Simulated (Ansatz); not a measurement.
Ge3N4 (P31c, No. 159; cell taken from a computed entry) was calculated with LDA (Ansatz, a quantum-chemistry and plane-wave program, PAW).

Numerical settings: plane-wave cutoff 520 eV, 6×6×6 k mesh, scalar-relativistic PAW data made under PBE.

Computed at the level's own relaxed cell.

Hill averages of the elastic tensor: K = 185.0 GPa, G = 94.0 GPa. Volume 12.173 Å³/atom, mean atomic mass 39.135 u.

Q: Work out the density, the sound velocities of a polycrystal and the elastic Debye temperature at this level.

A: ρ = 1.66054 × 39.135/12.173 = 5.338 g/cm³. v_l = √[(K + 4G/3)/ρ] = 7.625 km/s and v_t = √(G/ρ) = 4.196 km/s. The mean follows from 3/v_m³ = 1/v_l³ + 2/v_t³: v_m = 4.677 km/s. Θ_D = (ħ/k_B) v_m (6π²/V)^(1/3) = 76.38 K Å s/km × 4.677 × 1.6944 Å⁻¹ = 605 K, counting all atoms of the cell.

Note: the relaxation could not lower the start's symmetry, so the cell can be a saddle point above a distorted one.
